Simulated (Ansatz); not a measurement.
## BBi (model structure, started from the wurtzite type, P6₃mc, No. 186, 4 atoms in the cell)

The numbers are results of PBEsol in Ansatz (PAW), not measurements.

Numerical settings: plane-wave cutoff 520 eV, 18×18×10 k mesh (along the axes of the cell as run), Fermi–Dirac smearing 0.05 eV, scalar-relativistic PAW data made under PBE.

Cell (relaxed with PBEsol):

```cif
data_B2Bi2
_chemical_formula_sum 'B2 Bi2'
_space_group_name_H-M_alt 'P 1'
_space_group_IT_number 1
_cell_length_a 3.84115
_cell_length_b 3.84115
_cell_length_c 6.33130
_cell_angle_alpha 90.000
_cell_angle_beta 90.000
_cell_angle_gamma 120.000
loop_
_space_group_symop_operation_xyz
  'x, y, z'
loop_
_atom_site_label
_atom_site_type_symbol
_atom_site_fract_x
_atom_site_fract_y
_atom_site_fract_z
_atom_site_occupancy
B1 B 0.66667 0.33333 0.99992 1
B2 B 0.33333 0.66667 0.49992 1
Bi1 Bi 0.66667 0.33333 0.62528 1
Bi2 Bi 0.33333 0.66667 0.12528 1
```

| Quantity | Value |
|---|---|
| band gap | 0.11 eV (under three smearing widths, so not firm) |

Note: the relaxation could raise the start's symmetry but not lower it, so the cell can be a saddle point.

Spin–orbit coupling is not included; it can close the smallest gap of 0.11 eV.

The result took roughly 30 core-seconds.

A model structure was made by putting elements into a prototype or built by hand; it is no filed structure, need not be a known phase, and can be a saddle point held by its symmetry.

Ansatz is a first-principles code.
